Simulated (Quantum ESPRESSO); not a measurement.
# Cost against accuracy: ecutwfc for TaReSi (P-62m, 9 atoms in the cell)

Cell: a = 6.8116 Å, b = 6.8116 Å, c = 3.2554 Å, α = 90.00°, β = 90.00°, γ = 120.00°.

Computed with LDA (PZ), GBRV 1.5 ultrasoft (LDA) pseudopotentials (plane waves; Quantum ESPRESSO).

Base settings: ecutwfc = 40 Ry; ecutrho = 320 Ry; occupations = smearing; smearing = cold; degauss = 0.0073499 Ry; potentials = {Ta: ta_lda_v1.uspp.F.UPF, Si: si_lda_v1.uspp.F.UPF, Re: re_lda_v1.2.uspp.F.UPF}; K_POINTS = automatic 3 3 6 0 0 0; conv_thr = 1e-10 Ry.

Misses are taken against the tightest run, 70 Ry (ecutrho: 320 Ry → 560 Ry), which need not be fully converged itself. The energy is the free energy per atom.

The count of work is k-points × plane waves × bands × iterations; it is no time, and leaves out set-up, grids and terms that scale otherwise. Core times come from one kind of shared machine and are given to one figure; runs under 30 s give none.

The starting cell comes from a database of computed structures (which also holds hypothetical and non-ambient phases and stackings), without a prior relaxation at this level. Spin polarisation is off. In the base run, with a pressure of about -5 GPa the cell is away from its equilibrium volume at this level.

| ecutwfc | energy less reference (meV/atom) | pressure less reference (GPa) | largest difference in the force on any atom (eV/Å) | count of work / reference | core time / reference (rough) |
|---|---|---|---|---|---|
| 16 Ry (ecutrho: 320 Ry → 128 Ry) | 5070.78 | -230.00 | 0.862 | 0.11 | 0.1 |
| 20 Ry (ecutrho: 320 Ry → 160 Ry) | 958.91 | -63.52 | 0.078 | 0.15 | 0.2 |
| 24 Ry (ecutrho: 320 Ry → 192 Ry) | 165.22 | -11.05 | 0.028 | 0.20 | 0.3 |
| 28 Ry (ecutrho: 320 Ry → 224 Ry) | 72.70 | -0.64 | 0.001 | 0.23 | 0.3 |
| 32 Ry (ecutrho: 320 Ry → 256 Ry) | 62.35 | -0.63 | 0.001 | 0.31 | 0.4 |
| 36 Ry (ecutrho: 320 Ry → 288 Ry) | 44.45 | -1.18 | 0.001 | 0.34 | 0.4 |
| 40 Ry | 25.91 | -0.96 | 0.002 | 0.40 | 0.4 |
| 46 Ry (ecutrho: 320 Ry → 368 Ry) | 11.75 | -0.28 | 0.001 | 0.53 | 0.6 |
| 52 Ry (ecutrho: 320 Ry → 416 Ry) | 7.49 | -0.05 | 0.001 | 0.59 | 0.5 |
| 60 Ry (ecutrho: 320 Ry → 480 Ry) | 3.83 | -0.09 | 0.001 | 0.73 | 0.8 |
| 70 Ry (ecutrho: 320 Ry → 560 Ry) | 0.00 | 0.00 | 0.000 | 1.0 | 1 |

The last two settings still differ by 3.8 meV/atom, so the table cannot show that the reference is converged.

Coarsest setting among those run that, with all tighter ones, holds the energy within 20 meV/atom of the reference: 46 Ry (ecutrho: 320 Ry → 368 Ry), off by 12 meV/atom; its saving against the reference is no more than about a factor of 2 in the count of work.

Coarsest setting among those run that, with all tighter ones, holds the energy within 10 meV/atom of the reference: 52 Ry (ecutrho: 320 Ry → 416 Ry), off by 7.5 meV/atom; its saving against the reference is no more than about a factor of 2 in the count of work.

The step from 16 Ry (ecutrho: 320 Ry → 128 Ry) to 32 Ry (ecutrho: 320 Ry → 256 Ry): it takes the miss in the energy from 5100 to 62 meV/atom, for 2.8 times the count of work and roughly 3 times the time.
